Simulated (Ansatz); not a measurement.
Troubleshooting Ansatz (a first-principles code): a failed run on FeNi3 (Pmmn, 8 atoms in the cell). The aim is a self-consistent single point with DFT, PBEsol, plane waves, PAW files made with PBE.

Cell that was meant: a = 4.0667 Å, b = 5.0099 Å, c = 4.3487 Å, α = 90.00°, β = 90.00°, γ = 90.00°.

Part of the input:

Ansatz 0.2 input:
```yaml
  spin_polarized: true
scf:
  occupations: { method: cold, width: 0.2 eV }
  max_iter: 40
  convergence: { dr2_threshold: 1.0e-22 eV }
output:
  forces: true
  eigenvalues: true
```

Output, abridged:

```
SCF iter   1: F=—  HF=-43726.015682 eV  |F-HF|=—  |Δ(HF+E_count)|=         —  Δρ=1.42e-1 (↑1.36e-1 ↓1.42e-1)  dr2=8.09e0  dr2_m=1.40e1  M=11.062 μB ∫|m|=11.640 μB  β_m=0.30  ethr=3.10e-3  ⟨swp⟩=5.1  Hψ=16638  notcnv=0  defer=30
all-band conjugate gradients solve this SCF's bands
preconditioner: auto → Kerker (q_TF=auto, 2.944 Å⁻¹)
   [... lines left out ...]
SCF iter  39: F=—  HF=-43728.042661 eV  |F-HF|=—  |Δ(HF+E_count)|=  7.28e-12  S|Δr|=    0.00e0  Δρ=3.24e-11 (↑2.26e-11 ↓3.24e-11)  dr2=1.22e-18  dr2_m=1.02e-19  M=9.341 μB ∫|m|=10.283 μB  β_m=0.06  ethr=1.00e-12  ⟨swp⟩=1.0  Hψ=9789  notcnv=0
SCF iter  40: F=—  HF=-43728.042661 eV  |F-HF|=—  |Δ(HF+E_count)|=  7.28e-12  S|Δr|=    0.00e0  Δρ=3.21e-11 (↑2.25e-11 ↓3.21e-11)  dr2=1.19e-18  dr2_m=1.01e-19  M=9.341 μB ∫|m|=10.283 μB  β_m=0.03  ethr=1.00e-12  ⟨swp⟩=1.0  Hψ=9789  notcnv=0
Error: did not converge after 40 iterations: dr2 = 1.19e-18 (threshold 1.00e-22), under the density mixer `msr1`, which `scf.mixing.algorithm: auto` chose by the deck's other keys (type `scf.mixing.algorithm: msr1` to keep it); raise `scf.max_iter`, which need not help a stalled SCF, or adjust the mixing (`scf.mixing`) or, under a smearing, its width (`scf.occupations.width`, in either direction: another width is another result); this SCF holds its density and magnetisation to the symmetry operations that it keeps, and cannot end on a state that breaks one of them: if the state sought breaks one, re-run with `crystal.symmetry.detect: false`, without [...]
```

Problem. What is wrong, and how is it fixed?

Solution. The fault is a threshold far tighter than needed, beside a limit on iterations. Each further decade of the residual costs iterations, and near the noise of double precision and of the grids the loop may never get there. To fix it, use a threshold that the task needs. The run ended unconverged after 40 iterations.

An input that runs soundly differs in these lines (not the only fix; some lines may just follow from the change or write a value another way):
```diff
-  max_iter: 40
-  convergence: { dr2_threshold: 1.0e-22 eV }
```

With that input, the run converged in 18 iterations: free energy E − TS (on the zero of these files) -43728.0427 eV; Fermi level (on the code's own zero) 17.89 eV; pressure -9.01 GPa; largest force (vector length) 0.100 eV/Å; size of the cell's spin moment 9.34 μB (DFT, PBEsol, plane waves, PAW files made with PBE).

On the sound input: the starting cell comes from a database of computed structures (which also holds hypothetical and non-ambient phases and stackings), without a prior relaxation at this level. Its lattice was rescaled by a random factor within 2.5 % of one. The magnetic order is the one reached from the typed start; others were not searched systematically. With a pressure of about -9 GPa the cell is away from its equilibrium volume at this level. Ansatz's pressure includes its estimate of the finite-basis (Pulay) stress.
